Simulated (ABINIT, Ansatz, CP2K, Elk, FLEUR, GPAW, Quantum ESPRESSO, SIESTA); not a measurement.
**C (Fd-3m, 2 atoms in the cell) computed with different codes at matched settings**

Self-consistent single point.

```
C
1.0
    0.00000     1.78038     1.78038
    1.78038     0.00000     1.78038
    1.78038     1.78038     0.00000
C
2
Cartesian
  1.78038   1.78038   1.78038
  2.67056   2.67056   2.67056
```

Shared settings, as Ansatz (a quantum-chemistry and plane-wave program) writes them: kpoints.mp_grid.grid = 13 13 13; scf.occupations.method = fermi_dirac; scf.occupations.width = 0.01 eV. Potentials and cutoffs stand in the table.

```csv
code,model,pressure (GPa),gap on the mesh (eV),cutoff
FLEUR,"LDA (Perdew-Zunger), all-electron FLAPW (FLEUR), scalar-relativistic valence",–,4.136,Kmax 4.4 1/bohr
ABINIT,"LDA (PW92), norm-conserving pseudopotentials (PseudoDojo nc-sr-04 LDA standard)",-8.97,4.164,41 Ha
SIESTA,"LDA PW92, numerical atomic orbitals DZP, PseudoDojo LDA standard norm-conserving potentials (rewritten from UPF to PSML)",-1.87,4.241,grid 300 Ry
CP2K,"LDA (Pade form), GPW, DZVP-MOLOPT-PBE-GTH basis, GTH-PBE potentials (POTENTIAL_UZH)",2.64,4.388,grid 400 Ry
Ansatz,"LDA (PW92), PAW files made with PBE",-11.86,4.128,420 eV
GPAW,"LDA (Perdew-Wang 92), GPAW PAW datasets LDA (gpaw-data 1.0.1)",–,4.122,950 eV
Elk,"LDA (PW92), all-electron FP-LAPW, Elk's shipped species files, APW+lo basis with extra local orbitals",–,4.128,rgkmax 7.5
Quantum ESPRESSO,"LDA (PZ), GBRV 1.5 ultrasoft (LDA) pseudopotentials",-10.97,4.131,40 Ry
```

A dash marks a value that a program does not give, or that is left out as unsure.

Gaps are read on the mesh.

The spread over the programs that give each value: pressure within 14.50 GPa; gap on the mesh within 0.266 eV.

SIESTA and CP2K use small atom-centred bases, whose incompleteness enters pressures, forces and empty levels differently from a plane-wave cutoff. FLEUR and Elk treat all electrons, but the usual bases taken here (sphere radii, linearisation, local orbitals, empty states) were not tested for convergence, so the values are no reference for the others. Ansatz's pressure is given at a fixed set of plane waves, as the other plane-wave codes print theirs; with its correction for the finite basis it is -11.07 GPa (the shift of 0.79 GPa shows how far the cutoff is from converged). The pressure of GPAW is left out: its cutoff lies under the one at which its stress was checked. The same LDA comes in different parametrisations, which differ slightly. In the pressure, ABINIT (by 2.01), SIESTA (by 9.11) and CP2K (by 13.61) lie more than 1 GPa from the median of the plane-wave programs. In the gap, CP2K (by 0.258) lies more than 0.12 eV from the median of the plane-wave programs.

The starting cell comes from a database of computed structures (which also holds hypothetical and non-ambient phases and stackings), without a prior relaxation at this level.

Keys are those of Ansatz 0.2.
